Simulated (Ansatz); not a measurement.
Take HfIr3 in the Cu3Au type structure (space group Pm-3m, No. 221; a = 3.924 Å; relaxed with 0.1 eV smearing) as the base. Axes: x, y, z lie along the cube axes.

Calculations: PBEsol in Ansatz (plane waves to 420 eV, PAW, no spin-orbit coupling).

The change: tensile biaxial strain of 3.57 % in the plane normal to [110], as in epitaxy on a mismatched substrate; the out-of-plane cell vector and the atoms relax.

What happens to the out-of-plane strain and in-plane stress?

The out-of-plane strain comes out as -1.88 %; the mean in-plane stress (compression positive) comes out as -19.3 GPa.

Stability against distortions was not tested. The final runs are not spin-polarised.

Ansatz is a first-principles code.
